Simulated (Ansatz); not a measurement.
One base run on ZrGe (Pnma, 8 atoms in the cell) and variants with one or two settings moved

```
CELL_PARAMETERS angstrom
      8.17950     0.00000     0.00000
      0.00000     4.38538     0.00000
      0.00000     0.00000     6.03287
ATOMIC_POSITIONS crystal
  Zr 0.18000 0.25000 0.12500
  Zr 0.32000 0.75000 0.62500
  Zr 0.82000 0.75000 0.87500
  Zr 0.68000 0.25000 0.37500
  Ge 0.03600 0.25000 0.61000
  Ge 0.46400 0.75000 0.11000
  Ge 0.96400 0.75000 0.39000
  Ge 0.53600 0.25000 0.89000
```

Base run A: LDA (PW92), default PAW files made with PBE run with Ansatz (an electronic-structure program), self-consistent single point.

Its settings: basis.ecutwfc = 420 eV; kpoints.mp_grid.grid = 2 4 3; hamiltonian.xc = lda; hamiltonian.pseudopotentials = {kind: paw} (the program's default PAW files); scf.occupations.method = gaussian; scf.occupations.width = 0.05 eV.

The starting cell was generated: these elements placed on a structure prototype, without a prior relaxation; it need not be a known phase or ordering of this composition. Its lattice was rescaled by a random factor within 2.5 % of one. In the base run, with a pressure of about -22 GPa the cell is away from its equilibrium volume at this level. In the base run, forces exceed 1 eV/Å. Ansatz's pressure includes its estimate of the finite-basis (Pulay) stress. Without a gap this mesh is coarse (it stands for a supercell whose shortest vector is 16 Å).

ΔF is the free energy per atom less that of run A. 

Run A gave: pressure (GPa) -22.50; largest force (eV/Å) 1.101; k-points 12; valence electrons 104.

Runs:
- B: kpoints.mp_grid.grid: 2 4 3 → 2 3 2
- C: 1 x 2 x 1 supercell, mesh divided to match; kpoints.mp_grid.grid: 2 4 3 → 2 2 3
- D: crystal.symmetry.detect: default → false
- E: kpoints.mp_grid.grid: 2 4 3 → 6 10 7
- F: scf.occupations.width: 0.05 eV → 0.5 eV
- G: scf.mixing.preconditioner: default (the program chose Resta) → kerker; scf.mixing.q_tf: default → 0.2
- H: scf.mixing.algorithm: default (the program chose MSR1) → msr1
- I: scf.mixing.algorithm: default (the program chose MSR1) → anderson; scf.mixing.beta: default → 0.7

**Question.** What does run F change against A?

**Answer.** The free energy goes down by 46.4 meV/atom, the pressure goes from -22.50 to -22.05 GPa and the largest force goes from 1.101 to 1.036 eV/Å.

| run | ΔF (meV/atom) | pressure (GPa) | largest force (eV/Å) | k-points | valence electrons |
|---|---|---|---|---|---|
| A | 0.00 | -22.50 | 1.101 | 12 | 104 |
| B | -27.6 | -22.35 | 0.953 | 8 | 104 |
| C | 0.00 | -22.50 | 1.101 | 8 | 208 |
| D | 0.00 | -22.50 | 1.101 | 14 | 104 |
| E | 9.1 | -22.42 | 1.037 | 96 | 104 |
| F | -46.4 | -22.05 | 1.036 | 12 | 104 |
| G | 0.00 | -22.50 | 1.101 | 12 | 104 |
| H | 0.00 | -22.50 | 1.101 | 12 | 104 |
| I | 0.00 | -22.50 | 1.101 | 12 | 104 |

Keys are those of Ansatz 0.2.
